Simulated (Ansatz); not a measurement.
Input and output of a self-consistent single point for Nb₆AlGe (P1, 8 atoms in the cell) (Ansatz, a quantum-chemistry and plane-wave program).

Computed with LDA (PW92), PAW files made with PBE (plane waves; Ansatz).

The change in words: atoms moved at random. Reference geometry:
```xyz
8
Lattice="5.2177 0.0000 0.0000 0.0000 5.2177 0.0000 0.0000 0.0000 5.2177" Properties=species:S:1:pos:R:3 pbc="T T T"
Al     2.6088     2.6088     2.6088
Nb     0.0000     2.6088     3.9130
Nb     0.0000     2.6088     1.3047
Nb     3.9130     0.0000     2.6088
Nb     1.3047     0.0000     2.6088
Nb     2.6088     3.9130     0.0000
Nb     2.6088     1.3047     0.0000
Ge     0.0000     0.0000     0.0000
```

Reference input (self-consistent single point, DFT, LDA (PW92), plane waves, PAW files made with PBE): kpoints.mp_grid.grid = 5 5 5; hamiltonian.xc = lda; hamiltonian.pseudopotentials = {kind: paw} (the program's default PAW files); scf.occupations.method = fermi_dirac; scf.occupations.width = 0.1 eV. This run's input differs from it in these lines:

Ansatz 0.2 input:
```diff
@@ -6,10 +6,10 @@
   atoms:
-    - { symbol: Al, position: [0.500000, 0.500000, 0.500000] }
-    - { symbol: Nb, position: [0.000000, 0.500000, 0.749950] }
-    - { symbol: Nb, position: [0.000000, 0.500000, 0.250050] }
-    - { symbol: Nb, position: [0.749950, 0.000000, 0.500000] }
-    - { symbol: Nb, position: [0.250050, 0.000000, 0.500000] }
-    - { symbol: Nb, position: [0.500000, 0.749950, 0.000000] }
-    - { symbol: Nb, position: [0.500000, 0.250050, 0.000000] }
-    - { symbol: Ge, position: [0.000000, 0.000000, 0.000000] }
+    - { symbol: Al, position: [0.509660, 0.501631, 0.505771] }
+    - { symbol: Nb, position: [-0.012192, 0.505333, 0.744720] }
+    - { symbol: Nb, position: [-0.004338, 0.504203, 0.250442] }
+    - { symbol: Nb, position: [0.747097, 0.003514, 0.494603] }
+    - { symbol: Nb, position: [0.250591, 0.003253, 0.500921] }
+    - { symbol: Nb, position: [0.504431, 0.746045, -0.000252] }
+    - { symbol: Nb, position: [0.510662, 0.239617, 0.000629] }
+    - { symbol: Ge, position: [-0.005911, -0.003596, 0.003166] }
 kpoints:
```

Log, with long lists cut:

```
SCF iter   1: F=—  HF=-31389.859181 eV  |F-HF|=—  |Δ(HF+E_count)|=         —  Δρ=7.43e-2  dr2=1.08e1  ethr=3.10e-3  ⟨swp⟩=5.9  Hψ=14171  notcnv=0
all-band conjugate gradients solve this SCF's bands
preconditioner: auto → Kerker (q_TF=auto, 2.551 Å⁻¹)
SCF iter   2: F=—  HF=-31387.223687 eV  |F-HF|=—  |Δ(HF+E_count)|=    2.64e0  Δρ=4.29e-2  dr2=3.48e0  ethr=3.10e-3  ⟨swp⟩=2.5  Hψ=6329  notcnv=0  defer=6
   [... lines left out ...]
SCF iter   5: F=—  HF=-31386.079425 eV  |F-HF|=—  |Δ(HF+E_count)|=   5.15e-3  Δρ=7.04e-4  dr2=1.87e-3  ethr=1.71e-5  ⟨swp⟩=2.0  Hψ=5006  notcnv=0  defer=1
SCF iter   6: F=—  HF=-31386.079003 eV  |F-HF|=—  |Δ(HF+E_count)|=   4.23e-4  Δρ=1.48e-4  dr2=5.39e-5  ethr=1.97e-6  ⟨swp⟩=2.0  Hψ=4805  notcnv=0  defer=1
SCF iter   7: F=—  HF=-31386.078993 eV  |F-HF|=—  |Δ(HF+E_count)|=   9.96e-6  Δρ=3.75e-5  dr2=2.56e-6  ethr=5.67e-8  ⟨swp⟩=2.0  Hψ=4810  notcnv=0  defer=1
SCF iter   8: F=-31386.078992 eV  HF=-31386.078992 eV  |F-HF|=1.02e-7  |Δ(HF+E_count)|=   4.55e-7  Δρ=6.04e-6  dr2=7.97e-8  ethr=1.05e-10  ⟨swp⟩=7.2  Hψ=15862  notcnv=0
SCF 1 converged in 8 iterations: F = -31386.078992 eV  dr2 = 7.97e-8
Free energy (F): -31386.078992 eV
Internal energy: -31385.729002 eV  (E = F + TS)
E sigma→0 (E₀):  -31385.903997 eV
Entropy (-TS):   -0.349990 eV (-43.749 meV/atom)
Fermi energy:    15.620688 eV
--- Forces (eV/Å), atoms counted from 1 ---
  atom   1  Al    -0.53906357     0.01765678    -0.22841164
  atom   2  Nb     0.40991940    -0.19972510     0.20021941
  atom   3  Nb     0.33151758    -0.21343538    -0.07186219
  atom   4  Nb     0.11547137    -0.18445739     0.06274332
  atom   5  Nb    -0.07483963    -0.13647069     0.09501633
  atom   6  Nb    -0.25226607     0.12448420     0.04521855
  atom   7  Nb    -0.29986100     0.41667533     0.01411887
  atom   8  Ge     0.30910955     0.17527280    -0.11705528
--- Stress (GPa, compression-positive) ---
      -10.774723      -0.175315       0.195674
       -0.175315     -11.854222       0.046359
        0.195674       0.046359     -12.002021
  P = ⅓ Tr σ = -11.5437 GPa (-115.437 kbar)
  The stress holds the Pulay correction. Without it, at fixed plane waves, as pw.x and ABINIT print it: P = -11.5577 GPa
```

The run converged in 8 iterations. Against the reference run the free energy rises by 9.4 meV/atom, the pressure goes from -11.90 to -11.54 GPa and the largest force goes from 0.005 to 0.586 eV/Å.

The starting cell comes from a database of computed structures (which also holds hypothetical and non-ambient phases and stackings), without a prior relaxation at this level. Its lattice was rescaled by a random factor within 2.5 % of one. For this run, on top of that: atoms moved at random. Spin polarisation is off. With a pressure of about -12 GPa the cell is away from its equilibrium volume at this level. Ansatz's pressure includes its estimate of the finite-basis (Pulay) stress.

Cost on one core of a shared machine: roughly 50 s.
